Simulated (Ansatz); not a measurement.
BaScO₂F (P4/mmm, No. 123, 5 atoms in the cell; start mp-1227813) was calculated with r²SCAN (plane waves, PAW; Ansatz, a first-principles code).

Run with plane-wave cutoff 560 eV, 8×8×8 k mesh, Fermi–Dirac smearing 0.01 eV, scalar-relativistic PAW data made under PBE.

Cell (relaxed at this level):

Space group P4/mmm (No. 123); a = b = 4.1639 Å, c = 4.1606 Å, α = β = γ = 90.00°

```json
[
 {"atom": "Ba", "site": "1d", "symmetry": "4/mmm", "x": "0.5000", "y": "0.5000", "z": "0.5000"},
 {"atom": "Sc", "site": "1a", "symmetry": "4/mmm", "x": "0.0000", "y": "0.0000", "z": "0.0000"},
 {"atom": "O", "site": "2f", "symmetry": "mmm.", "x": "0.0000", "y": "0.5000", "z": "0.0000"},
 {"atom": "F", "site": "1b", "symmetry": "4/mmm", "x": "0.0000", "y": "0.0000", "z": "0.5000"}
]
```

Question: Estimate the band gap and bulk modulus that the calculation returns.

Answer: 
band gap: 3.62 eV (on the SCF k mesh)
bulk modulus: 128 GPa

Note: the relaxation could not lower the start's symmetry, so the cell can be a saddle point above a distorted one; the bulk modulus is −V dP/dV from two relaxed cells at ±2 % in volume.

Spin–orbit coupling is not included.

A start named mp-… is a Materials Project structure, which need not be a measured phase.
